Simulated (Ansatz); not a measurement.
## MgF2, pressure series

Base system: MgF₂ in the rutile structure (space group P4_2/mnm, No. 136; a = 4.639 Å, c = 3.062 Å).

Cell and atoms are relaxed at each pressure.

Method: PBEsol (Ansatz, a quantum-chemistry and plane-wave program, PAW, spin-orbit coupling left out).

Notes on the quantities. enthalpy: H = E + PV relative to the base's energy.

```tsv
variant	band gap	shortest interatomic distance	enthalpy
base	6.89 eV	1.990 Å	–
pressure −1 GPa	6.82 eV	1.999 Å	-0.07 eV/atom
pressure 0.9 GPa	6.95 eV	1.983 Å	+0.06 eV/atom
pressure 2.1 GPa	7.03 eV	1.973 Å	+0.14 eV/atom
pressure 4.5 GPa	…	1.956 Å	+0.30 eV/atom
pressure 9 GPa	7.41 eV	1.928 Å	+0.59 eV/atom
pressure 15 GPa	7.70 eV	1.898 Å	+0.97 eV/atom
pressure 22.5 GPa	…	1.868 Å	+1.41 eV/atom
pressure 30 GPa	8.31 eV	1.842 Å	+1.84 eV/atom
```

Q: Complete the table.

A: 
- pressure 4.5 GPa, band gap: 7.17 eV
- pressure 22.5 GPa, band gap: 8.02 eV

Load acts through the strain it causes; cell and atoms are relaxed under it. Whether these cells are dynamically stable was not tested. No other phases were tried under pressure.
